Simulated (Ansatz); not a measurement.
# BAs: B interstitial (started 2.08 Å from the nearest host atom)

Consider a 24-atom supercell of BAs in the zinc blende structure (space group F-43m, No. 216; a = 4.8093 Å) at its relaxed geometry.

The change: one B atom is added in an open site, starting 2.08 Å from the nearest host atom, atoms relaxed at fixed cell, starting from a slightly rattled geometry.

Level of theory: PBE/PAW in Ansatz (a program for electronic structure), no spin-orbit coupling. Γ-centred 4×3×4 mesh, Fermi–Dirac width 0.01 eV.

```yaml
pressure: 3.6 GPa (base 0.0 GPa)
gap_of_the_supercell: zero (base 1.28 eV)
final_site_of_the_added_atom: 3 B at 1.81 Å and 3 As at 2.21 Å
```

Cost of the whole job for the changed cell (relaxation, final SCF and bands): very roughly 50 core-minutes.

The magnetic state is the one reached from the starting moments; the real material's order can differ, and small cells can't hold many antiferromagnetic ones. In so small a cell the defect repeats every few ångströms: this is an ordered compound, not a dilute defect. The mesh was chosen for an insulator and is coarse for the gapless case. Seeded moments were not kept for B interstitial (started 2.08 Å from the nearest host atom). The defect cell is spin-polarised and ends with 0.0 μB.
